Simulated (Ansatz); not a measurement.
# Ag in the fcc (Cu type) structure (space group Fm-3m, No. 225)

```
CELL_PARAMETERS angstrom
      0.00000     2.07429     2.07429
      2.07429     0.00000     2.07429
      2.07429     2.07429     0.00000
ATOMIC_POSITIONS crystal
  Ag 0.00000 0.00000 0.00000
```

The values are results of Kohn–Sham DFT with the PBE functional, run in Ansatz (a program for electronic structure) with PAW and 420 eV plane waves, no spin-orbit coupling, not measurements. Γ-centred 19×19×19 mesh, Fermi–Dirac width 0.05 eV.

The volume per atom is 17.85 Å³ and the density is 10.03 g/cm³. The band gap comes out as zero and the total energy is -7590.550 eV/atom (σ→0; compares only within this code and set-up).

No phonon test of stability was made.
